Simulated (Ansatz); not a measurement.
How the c axis length of Ta (model structure, P6₃/mmc, No. 194, 2 atoms in the cell) moves with the method

No measured value is used here.

Task: Put these levels in order of the c axis length that they give for Ta (model structure, P6₃/mmc, No. 194, 2 atoms in the cell), smallest first: LDA (Ansatz, a quantum-chemistry and plane-wave program), PBEsol (Ansatz), r²SCAN (Ansatz).

Result: LDA (5.062 Å), PBEsol (5.089 Å), r²SCAN (5.117 Å)

Density-functional levels without +SOC have no spin–orbit coupling. Cutoffs differ between the levels. Ansatz's density-functional and Hartree–Fock values are scalar-relativistic unless marked +SOC, with PAW data made under PBE.

A model structure was made by putting elements into a prototype or built by hand; it is no filed structure, need not be a known phase, and can be a saddle point held by its symmetry.
